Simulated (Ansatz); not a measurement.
Take Sb in the A7 type structure (space group R-3m, No. 166) as the base.

```
Sb
1.0
    2.13423     1.23220     3.57258
   -2.13423     1.23220     3.57258
    0.00000    -2.46440     3.57258
Sb
2
Direct
  0.23890   0.23890   0.23890
  0.76110   0.76110   0.76110
```

Calculations: PBEsol-D3(BJ)/PAW in Ansatz (a quantum-chemistry and plane-wave program), scalar-relativistic without spin-orbit coupling.

Before the change:

| Quantity | Result |
|---|---|
| c/a ratio | 2.511 |
| Volume per atom | 28.19 Å³ |

Perturbation: a negative pressure, −1 GPa.

Task: What does the calculation give for the c/a ratio after the change?

Result: The c/a ratio grows by 0.016 (2.511 → 2.527).

Task: Predict the new volume per atom.

Result: The volume per atom grows by 0.587 Å³ to 28.77 Å³.

Load acts through the strain it causes; cell and atoms are relaxed under it. Stability against distortions was not tested.
